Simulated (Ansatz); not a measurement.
System: cubic perovskite CsPbBr3 (cubic high-temperature phase). Method: PBEsol-D3(BJ) (plane waves, PAW; Ansatz, a quantum-chemistry and plane-wave program).

Run with plane-wave cutoff 520 eV, 6×6×6 k mesh, Fermi–Dirac smearing 0.01 eV, scalar-relativistic PAW data made under PBE.

Pressure at four volumes; x = ln(V/38.958 Å³). One pressure is withheld.

```csv
V (Å³/atom),x,P (GPa)
36.620,-0.0619,1.703
38.958,0.0000,0.000
40.516,0.0392,-0.849
41.295,0.0583,?
```

### Question
Pass a parabola P(x) through the three rows shown, estimate the bulk modulus and its pressure derivative near zero pressure, and predict the withheld pressure.

### Answer
Slopes between the rows: (0.000 − (1.703))/(0.0000 − (-0.0619)) = -27.51 and (-0.849 − (0.000))/(0.0392 − (0.0000)) = -21.66 GPa. Their difference over the span 0.1011 is c = 5.85/0.1011 = 57.9 GPa, so P(x) = 1.703 + (-27.51)(x − (-0.0619)) + 57.9 (x − (-0.0619))(x − (0.0000)). At the middle row B = −dP/dx = −[-27.51 + 57.9 × 0.0619] = 23.9 GPa, and B′ = dB/dP = 2c/B = 4.8. At x = 0.0583 the parabola gives -1.198 GPa; the run gives -1.206 GPa. The Birch–Murnaghan fit to the energies at all volumes has B0 = 23.8 GPa and B′ = 4.8.

Note: the relaxation could not lower the start's symmetry, so the cell can be a saddle point above a distorted one.

Spin–orbit coupling is not included; it can shift volumes and moduli of such heavy elements.
